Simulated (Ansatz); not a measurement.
**CdSe under a change: Se → Os**

The reference is CdSe in the zinc blende structure (space group F-43m, No. 216; a = 6.196 Å).

The change: Os takes the place of Se on all its sites; the structure is relaxed again.

Method: PBE (Ansatz, an electronic-structure program; PAW; 420 eV plane waves; scalar-relativistic without spin-orbit coupling). Γ-centred 13×13×13 mesh, Fermi–Dirac width 0.05 eV, for the changed cell.

Volume per atom: 27.42 Å³ (base 29.74 Å³)
Density: 9.17 g/cm³ (base 5.34 g/cm³)
Lattice parameter a: 6.031 Å (base 6.196 Å)
Space group: F-43m (No. 216) (base F-43m (No. 216))
Shortest interatomic distance: 2.611 Å (base 2.683 Å)
Band gap: zero (base 0.49 eV)

Final structure:

```
CdOs
1.0
    0.00000     3.01530     3.01530
    3.01530     0.00000     3.01530
    3.01530     3.01530     0.00000
Os Cd
1 1
Cartesian
  4.52295   4.52295   4.52295
  0.00000   0.00000   0.00000
```

With Os present, leaving out spin-orbit coupling can change the band edges. Whether these cells are dynamically stable was not tested. As relaxed here, CdOs is a hypothetical phase, not in the database extracts checked. All final runs are without spin polarisation. CdOs has a high density of states at the Fermi level and may be magnetic at this level.
